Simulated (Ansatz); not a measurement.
Results of HSE06+SOC in Ansatz (plane waves, PAW) for MgSnO3 (R-3, No. 148, 10 atoms in the cell; start mp-1176491).

Settings: plane-wave cutoff 460 eV, 6×6×6 k mesh, Fermi–Dirac smearing 0.01 eV, PAW data made under PBE.

Cell (relaxed with PBEsol):

```yaml
crystal:
  lattice:
    - [2.63928, 1.52379, 4.70228]
    - [-2.63928, 1.52379, 4.70228]
    - [0.00000, -3.04758, 4.70228]
  atoms:
    - { symbol: Mg, position: [0.35685, 0.35685, 0.35685] }
    - { symbol: Mg, position: [0.64315, 0.64315, 0.64315] }
    - { symbol: Sn, position: [0.14732, 0.14732, 0.14732] }
    - { symbol: Sn, position: [0.85268, 0.85268, 0.85268] }
    - { symbol: O, position: [0.04784, 0.44860, 0.75634] }
    - { symbol: O, position: [0.95216, 0.55140, 0.24366] }
    - { symbol: O, position: [0.44860, 0.75634, 0.04784] }
    - { symbol: O, position: [0.55140, 0.24366, 0.95216] }
    - { symbol: O, position: [0.75634, 0.04784, 0.44860] }
    - { symbol: O, position: [0.24366, 0.95216, 0.55140] }
```

Q: Estimate the band gap and smallest direct gap on the k points sampled that the calculation returns.

A: 
- band gap = 4.43 eV (on the SCF k mesh) (indirect)
- smallest direct gap on the k points sampled = 4.63 eV

Note: cell and atoms aren't relaxed at this level (pressure -2.5 GPa).

Computed values are for the static lattice.

Computing time: roughly 70 core-minutes.

A start named mp-… is a Materials Project structure, which need not be a measured phase.

Ansatz is a quantum-chemistry and plane-wave program.
